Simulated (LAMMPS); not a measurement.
An MD run on TiO2 (anatase), 600 atoms, at 2520 K and 0 GPa, heated as the crystal.

Method: classical MD, Buckingham potential of Matsui and Akaogi, Mol. Simul. 6, 239 (1991), as tabulated by Reinhardt, J. Chem. Phys. 151, 064505 (2019), used with rigid ions (no shells), PPPM sums, short-range terms cut at 10 Å, modified for these runs by an r^-4 repulsive force inside the short-range force's maximum, run in LAMMPS.

```json
{
  "state_found": "crystal; no diffusion seen in 21 ps",
  "density": "3.6102 ± 0.0005 g/cm³",
  "volume_per_atom": "12.245 ± 0.002 Å³",
  "enthalpy_per_atom": "-12.458 ± 0.001 eV",
  "first peak of g(r), O-Ti": "1.93 Å, height 6.1",
  "most common O-Ti-O angle": "in the 3° bin centred on 79.5° (mean of all 104°)",
  "most common Ti-O-Ti angle": "in the 3° bin centred on 100.5° (mean of all 119°)",
  "mean_frequency_of_the_velocity_spectrum": "12.9 THz",
  "cost": "very roughly 8 core-minutes"
}
```

Potential: Matsui and Akaogi, Mol. Simul. 6, 239 (1991), as tabulated by Reinhardt, J. Chem. Phys. 151, 064505 (2019); partial charges.

Caution: in nature this polymorph isn't the stable one over the whole range of temperature at this pressure, and short runs keep a crystal in its starting form. Caution: a run this short can hold a crystal over, or a liquid under, the potential's melting point.

States go by the mean squared displacement: a species diffuses where it passes 1.5 Å², still rises and gives D over 1e-6 cm²/s; a crystal has left its structure where atoms lie 0.35 Å off their sites on average or a cubic box changes its shape by 3 %.

Errors shown are sampling errors alone.

```
r (Å)  g(r), O-Ti
-----  ----------
1.540       0.000
1.580       0.005
1.620       0.014
1.660       0.141
1.700       0.497
1.740        1.24
1.780        2.64
1.820        4.10
1.860        5.35
1.900        6.02
1.940        6.07
1.980        5.74
2.020        5.04
2.060        4.04
2.100        3.37
2.140        2.36
2.180        1.86
2.220        1.51
2.260        1.09
2.300       0.857
2.340       0.623
2.380       0.445
2.420       0.414
2.460       0.260
2.500       0.179
2.540       0.153
2.580       0.112
2.620       0.114
2.660       0.088
2.700       0.055
2.740       0.058
2.780       0.041
2.820       0.037
2.860       0.018
2.900       0.019
2.940       0.014
2.980       0.014
3.020       0.015
3.060       0.012
3.100       0.013
3.140       0.009
3.180       0.014
3.220       0.022
3.260       0.045
3.300       0.041
3.340       0.063
3.380       0.101
3.420       0.115
3.460       0.153
3.500       0.222
3.540       0.279
3.580       0.381
3.620       0.455
3.660       0.561
3.700       0.715
3.740       0.849
3.780        1.10
3.820        1.19
3.860        1.42
3.900        1.66
3.940        1.76
3.980        1.93
4.020        2.13
4.060        2.30
4.100        2.43
4.140        2.58
4.180        2.67
4.220        2.63
4.260        2.65
4.300        2.51
4.340        2.43
4.380        2.25
4.420        2.06
4.460        1.95
4.500        1.68
4.540        1.41
4.580        1.25
4.620        1.04
4.660       0.936
4.700       0.831
4.740       0.730
4.780       0.671
4.820       0.576
4.860       0.565
4.900       0.538
4.940       0.474
4.980       0.459
5.020       0.451
5.060       0.375
5.100       0.369
5.140       0.339
5.180       0.346
5.220       0.342
5.260       0.314
5.300       0.359
5.340       0.413
5.380       0.459
5.420       0.525
5.460       0.615
5.500       0.707
5.540       0.791
5.580       0.896
```
